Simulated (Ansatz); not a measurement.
The reference is Pb in the fcc (Cu type) structure (space group Fm-3m, No. 225; a = 4.934 Å; relaxed with 0.1 eV smearing). Axes: x, y, z lie along the cube axes.

Structures relaxed with DFT with PBEsol, PAW potentials and a 420 eV plane-wave cutoff in Ansatz (a first-principles code), no SOC.

Base:

Simulated powder pattern, Cu Kα1, λ = 1.54056 Å (kinematic, ideal powder, no thermal factors, no anomalous dispersion; the 14 strongest lines at most, above 2 %, up to 2θ = 90°):

```csv
2θ (°),I/Imax (%),hkl
31.38,100,(111)
36.39,51,(200)
52.41,37,(220)
62.36,44,(311)
65.47,13,(222)
77.28,6.1,(400)
85.76,19,(331)
88.56,18,(420)
```

It is then changed as follows: a pure shear with ε_xy = ε_yx = 0.0300; the atoms relax in the strained cell.

Q: Predict the new powder pattern.

A: 
Simulated powder pattern, Cu Kα1, λ = 1.54056 Å (kinematic, ideal powder, no thermal factors, no anomalous dispersion; the 14 strongest lines at most, above 2 %, up to 2θ = 90°):

```
2θ (°)  d (Å)  I/Imax (%)       hkl
------  -----  ----------  --------
30.75   2.905         100     (111)
32.04   2.791          90  (1 -1 1)
36.39   2.467          32     (002)
36.44   2.464          64     (200)
50.77   1.797          13     (220)
52.44   1.743          47     (202)
61.31   1.511          29     (311)
62.00   1.496          14     (113)
62.76   1.479          14  (1 -1 3)
63.58   1.462          27  (3 -1 1)
64.06   1.452          13     (222)
84.83   1.142          13     (313)
86.85   1.121          12  (3 -1 3)
88.59   1.103          12     (204)
```

The indices refer to the base's conventional cell; one index is shown for lines that coincide. The space group is now Immm (No. 71).

No phonon test of stability was made.
